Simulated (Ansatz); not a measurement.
## A computed series for CuI: pressure series

Base system: CuI (space group P4/nmm, No. 129; a = 4.054 Å, c = 6.350 Å; a cell from a computed database, its experimental status unchecked; layered, stacked along the Cartesian z axis).

Cell and atoms are relaxed at each pressure.

Method: plane-wave PAW DFT at the r2SCAN+rVV10 level (Ansatz, a first-principles code, 500 eV), no SOC, earlier PAW set.

```tsv
change	density	electron mass	band gap	gap character	width of the top valence band
base	6.06 g/cm³	0.24 mₑ along c, 0.22 mₑ across (at Γ)	2.01 eV	direct at Γ	1.14 eV
pressure −1 GPa	5.60 g/cm³	0.24 mₑ (at Γ)	2.02 eV	direct at Γ	1.00 eV
pressure 0.3 GPa	6.14 g/cm³	0.24 mₑ along c, 0.22 mₑ across (at Γ)	2.01 eV	direct at Γ	1.16 eV
pressure 0.7 GPa	6.24 g/cm³	0.24 mₑ along c, 0.21 mₑ across (at Γ)	2.02 eV	direct at Γ	1.20 eV
pressure 1.5 GPa	6.42 g/cm³	0.24 mₑ along c, 0.21 mₑ across (at Γ)	2.02 eV	direct at Γ	[?]
pressure 3 GPa	[?]	0.25 mₑ along c, 0.20 mₑ across (at Γ)	2.04 eV	direct at Γ	1.39 eV
pressure 5 GPa	[?]	0.26 mₑ along c, 0.19 mₑ across (at Γ)	2.06 eV	direct at Γ	1.52 eV
pressure 7.5 GPa	7.26 g/cm³	0.28 mₑ along c, 0.19 mₑ across (at Γ)	2.09 eV	direct at Γ	1.68 eV
pressure 10 GPa	7.51 g/cm³	–	2.08 eV	indirect, Γ → M	1.82 eV
```

### Question
Complete the table.

### Answer

- pressure 1.5 GPa, width of the top valence band: 1.27 eV
- pressure 3 GPa, density: 6.68 g/cm³
- pressure 5 GPa, density: 6.96 g/cm³

Spin-orbit coupling, missing from the scalar runs, can matter with I. Load acts through the strain it causes; cell and atoms are relaxed under it. Effective masses come from finite differences of ±0.01 Å⁻¹. Whether these cells are dynamically stable was not tested. No other phases were tried under pressure. The final runs are not spin-polarised. This is not the structure that CuI has at room temperature and ambient pressure.
